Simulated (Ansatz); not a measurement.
Consider Ir in the fcc (Cu type) structure (space group Fm-3m, No. 225; a = 3.831 Å; relaxed with 0.1 eV smearing). Axes: x, y, z lie along the cube axes.

Structures relaxed with Ansatz (a program for electronic structure), PBEsol, PAW, cutoff 420 eV, no spin-orbit coupling.

Base:

Simulated powder pattern, Cu Kα, λ = 1.54184 Å (kinematic, ideal powder, no thermal factors, no anomalous dispersion; the 8 strongest lines at most, above 2 %, up to 2θ = 90°):

```json
[
 {"2θ (°)": "40.80", "I/Imax (%)": "100", "hkl": "(111)"},
 {"2θ (°)": "47.46", "I/Imax (%)": "49", "hkl": "(200)"},
 {"2θ (°)": "69.38", "I/Imax (%)": "33", "hkl": "(220)"},
 {"2θ (°)": "83.73", "I/Imax (%)": "40", "hkl": "(311)"},
 {"2θ (°)": "88.38", "I/Imax (%)": "12", "hkl": "(222)"}
]
```

After one change:

Simulated powder pattern, Cu Kα, λ = 1.54184 Å (kinematic, ideal powder, no thermal factors, no anomalous dispersion; the 8 strongest lines at most, above 2 %, up to 2θ = 90°):

| 2θ (°) | I/Imax (%) |
|---|---|
| 41.24 | 100 |
| 47.46 | 34 |
| 49.03 | 15 |
| 69.38 | 11 |
| 70.62 | 21 |
| 84.03 | 28 |
| 86.37 | 13 |
| 89.55 | 12 |

Q: Which of these changes matches the shifts?
(A) uniaxial strain ε_zz = +2.00 %
(B) uniaxial strain ε_zz = −0.50 %
(C) uniaxial strain ε_zz = −3.00 %
(D) uniaxial strain ε_zz = −2.00 %

A: C, uniaxial strain ε_zz = −3.00 %. Its volume per atom is 13.64 Å³ against 14.06 Å³, and its space group is I4/mmm (No. 139).

No phonon test of stability was made. The final runs are not spin-polarised.
